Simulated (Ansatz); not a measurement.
System: double-hcp La. Method: r²SCAN+SOC (plane waves, PAW; Ansatz, a quantum-chemistry and plane-wave program).

Input file:

Ansatz 0.2 input:
```yaml
crystal:
  lattice:
    - [1.8913386585, -3.2758946508, 0.0]
    - [1.8913386585, 3.2758946508, 0.0]
    - [0.0, 0.0, 12.0465007437]
  atoms:
    - { symbol: La, position: [0.0, 0.0, 0.5] }
    - { symbol: La, position: [0.0, 0.0, 0.0] }
    - { symbol: La, position: [0.3333333333, 0.6666666667, 0.25] }
    - { symbol: La, position: [0.6666666667, 0.3333333333, 0.75] }
basis:
  ecutwfc: 560
  ecutrho_ratio: 4
  xc_grid: 3
kpoints:
  mp_grid: { grid: [18, 18, 6] }
hamiltonian:
  xc: r2scan
  dispersion: none
  pseudopotentials: { kind: paw }
scf:
  occupations: { method: fermi_dirac, width: 0.05 }
  convergence: { dr2_threshold: 0.0000000004 }
output:
  forces: true
  stress: true
  eigenvalues: true
magnetization:
  noncollinear: true
  spin_orbit: true
```

The run printed, among other lines:

```
Crystal: 4 atoms, lattice volume = 149.276 Å³
Basis set: ecut = 560 eV, 4565 PW (Γ), exchange–correlation on 90×90×288 points (27 copies of the dense FFT grid, shifted against one another)
Bands: 54, of which v1, the nominal top of the filled ones, is band 44 counted from 1 (43 counted from 0)
Symmetry: 24 space group operations + 24 with time reversal
k-points: 148 of 1944
Initial density: superposition of atomic densities (chi_scale 0.1, normalization cell)
Functional: x = r2scan, c = r2scan; τ floored in thin density (d = 2e-4 eV/Å³)
spin=Noncollinear: Kerker preconditioning applied to the charge; magnetization (m_x, m_y, m_z) channels mix plain (no charge-response kernel on spin).
SCF 1 converged in 11 iterations: F = -25002.699458 eV  dr2 = 1.92e-11
SCF converged after 11 iterations
Free energy (F): -25002.699458 eV
Internal energy: -25002.649156 eV  (E = F + TS)
E sigma→0 (E₀):  -25002.674307 eV
Fermi energy:    11.078631 eV
--- Forces (eV/Å), atoms counted from 1 ---
  atom   1  La    -0.00000000     0.00000000     0.00000000
  atom   2  La    -0.00000000     0.00000000     0.00000000
  atom   3  La    -0.00000000    -0.00000000     0.00000000
  atom   4  La     0.00000000     0.00000000     0.00000000
--- Stress (GPa, compression-positive) ---
        0.000127       0.000000       0.000000
       -0.000000       0.000127       0.000000
        0.000000       0.000000       0.005034
  P = ⅓ Tr σ = 0.0018 GPa (0.018 kbar)
```

The PAW data were made under PBE.
